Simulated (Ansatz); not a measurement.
Input and output of a self-consistent single point for SrAsPt (P1, 6 atoms in the cell) (Ansatz, an electronic-structure program).

Method of the run: LDA (PW92), PAW files made with PBE (plane waves; Ansatz).

The change in words: atoms moved at random. Reference geometry:
```xyz
6
Lattice="4.2852 0.0000 0.0000 -2.1426 3.7111 0.0000 0.0000 0.0000 9.1224" Properties=species:S:1:pos:R:3 pbc="T T T"
Sr     0.0000     0.0000     4.5612
Sr     0.0000     0.0000     0.0000
As     0.0000     2.4741     6.8418
As     2.1426     1.2370     2.2806
Pt     0.0000     2.4741     2.2806
Pt     2.1426     1.2370     6.8418
```

Reference input (self-consistent single point, DFT, LDA (PW92), plane waves, PAW files made with PBE): basis.ecutwfc = 420 eV; kpoints.mp_grid.grid = 7 7 3; hamiltonian.xc = lda; hamiltonian.pseudopotentials = {kind: paw} (the program's default PAW files); scf.occupations.method = fermi_dirac; scf.occupations.width = 0.1 eV. This run's input differs from it in these lines:

Ansatz 0.2 input:
```diff
@@ -6,8 +6,8 @@
   atoms:
-    - { symbol: Sr, position: [0.000000, 0.000000, 0.500000] }
-    - { symbol: Sr, position: [0.000000, 0.000000, 0.000000] }
-    - { symbol: As, position: [0.333333, 0.666667, 0.750000] }
-    - { symbol: As, position: [0.666667, 0.333333, 0.250000] }
-    - { symbol: Pt, position: [0.333333, 0.666667, 0.250000] }
-    - { symbol: Pt, position: [0.666667, 0.333333, 0.750000] }
+    - { symbol: Sr, position: [-0.002019, 0.002027, 0.496013] }
+    - { symbol: Sr, position: [-0.002743, 0.000429, -0.003122] }
+    - { symbol: As, position: [0.338776, 0.668890, 0.748251] }
+    - { symbol: As, position: [0.673398, 0.340988, 0.246787] }
+    - { symbol: Pt, position: [0.324291, 0.665930, 0.257678] }
+    - { symbol: Pt, position: [0.668296, 0.321737, 0.754394] }
 basis:
```

Output, abridged:

```
SCF iter   1: F=—  HF=-40943.535381 eV  |F-HF|=—  |Δ(HF+E_count)|=         —  Δρ=1.43e-1  dr2=5.99e1  ethr=3.10e-3  ⟨swp⟩=10.4  Hψ=19181  notcnv=0  defer=7
all-band conjugate gradients solve this SCF's bands
preconditioner: auto → Kerker (q_TF=auto, 2.501 Å⁻¹)
SCF iter   2: F=—  HF=-40936.605264 eV  |F-HF|=—  |Δ(HF+E_count)|=    6.93e0  Δρ=5.84e-2  dr2=1.07e1  ethr=3.10e-3  ⟨swp⟩=3.4  Hψ=8680  notcnv=0  defer=10
   [... lines left out ...]
SCF iter   8: F=—  HF=-40934.617406 eV  |F-HF|=—  |Δ(HF+E_count)|=   3.73e-6  Δρ=3.72e-5  dr2=3.24e-6  ethr=4.26e-8  ⟨swp⟩=2.0  Hψ=5696  notcnv=0  defer=77
SCF iter   9: F=—  HF=-40934.617406 eV  |F-HF|=—  |Δ(HF+E_count)|=   1.52e-7  Δρ=1.30e-5  dr2=6.60e-7  ethr=3.77e-9  ⟨swp⟩=2.4  Hψ=6345  notcnv=0  defer=77
SCF iter  10: F=—  HF=-40934.617406 eV  |F-HF|=—  |Δ(HF+E_count)|=   1.15e-7  Δρ=5.26e-6  dr2=1.16e-7  ethr=7.68e-10  ⟨swp⟩=2.0  Hψ=6180  notcnv=0  defer=77
SCF iter  11: F=-40934.617406 eV  HF=-40934.617406 eV  |F-HF|=5.07e-8  |Δ(HF+E_count)|=   2.28e-8  Δρ=2.34e-6  dr2=2.01e-8  ethr=1.16e-10  ⟨swp⟩=14.1  Hψ=18321  notcnv=0
SCF 1 converged in 11 iterations: F = -40934.617406 eV  dr2 = 2.01e-8
Free energy (F): -40934.617406 eV
Internal energy: -40934.489770 eV  (E = F + TS)
E sigma→0 (E₀):  -40934.553588 eV
Entropy (-TS):   -0.127636 eV (-21.273 meV/atom)
Fermi energy:    11.093727 eV
--- Forces (eV/Å), atoms counted from 1 ---
  atom   1  Sr     0.03520993    -0.00445764     0.15417991
  atom   2  Sr     0.04686321    -0.00003016     0.12788880
  atom   3  As     0.04779624    -0.38510927    -0.00397233
  atom   4  As    -0.40550795    -0.25507055     0.02010699
  atom   5  Pt     0.39796359     0.23092536    -0.19643170
  atom   6  Pt    -0.12232705     0.41374361    -0.10176495
--- Stress (GPa, compression-positive) ---
       -5.917033       0.494258       0.052479
        0.494258      -5.568807       0.037779
        0.052479       0.037779      -4.429417
  P = ⅓ Tr σ = -5.3051 GPa (-53.051 kbar)
  The stress holds the Pulay correction. Without it, at fixed plane waves, as pw.x and ABINIT print it: P = -5.3299 GPa
```

The run converged in 11 iterations. Against the reference run the free energy goes up by 6.6 meV/atom, the pressure goes from -5.47 to -5.31 GPa and the largest force goes from 0.000 to 0.500 eV/Å.

The starting cell comes from a database of computed structures (which also holds hypothetical and non-ambient phases and stackings), without a prior relaxation at this level. Its lattice was rescaled by a random factor within 2.5 % of one. For this run, on top of that: atoms moved at random. Spin polarisation is off. With a pressure of about -5 GPa the cell is away from its equilibrium volume at this level. Ansatz's pressure includes its estimate of the finite-basis (Pulay) stress.

Cost on one core of a shared machine: roughly 40 s.
